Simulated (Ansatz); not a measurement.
The starting structures come from a database of crystals and need not be the phases stable at ambient conditions.

 Where the default PAW files enter, the runs use the earlier of Ansatz's two default sets.

The decay constant κ of evanescent states in the gap governs leakage through a thin film.

Data:

```xyz
10
Lattice="5.6265 0.0000 0.0000 2.8133 5.2201 0.0000 2.8133 1.5162 4.5400" Properties=species:S:1:pos:R:3 pbc="T T T"
In     5.6265     1.3472     2.9187
In     5.6265     5.3890     1.6213
In     8.4398     3.5371     3.8914
In     2.8133     3.1992     0.6487
O      4.7924     3.9856     0.2111
O      6.4607     2.7507     4.3290
O      7.6057     4.6026     2.0589
O      3.6474     2.1336     2.4811
O      4.4815     5.0522     3.4050
O      6.7716     1.6841     1.1350
```

Space group of this cell: C2/c. The cell is strained (lengths across the current scaled by 1.02, ions clamped); by r2SCAN its mean pressure is -7.1 GPa.

Transport runs along the normal of the first two printed cell vectors.

No gap correction and no spin-orbit coupling; mid-gap values are interpolated between computed energies.

**Question.** Give the band gap and the smallest decay constant κ at mid-gap that r2SCAN in Ansatz (a first-principles code) yields.

**Answer.** Gap 1.48 eV on a 8×8×8 mesh; κ = 0.146 1/Å, at the zone centre.
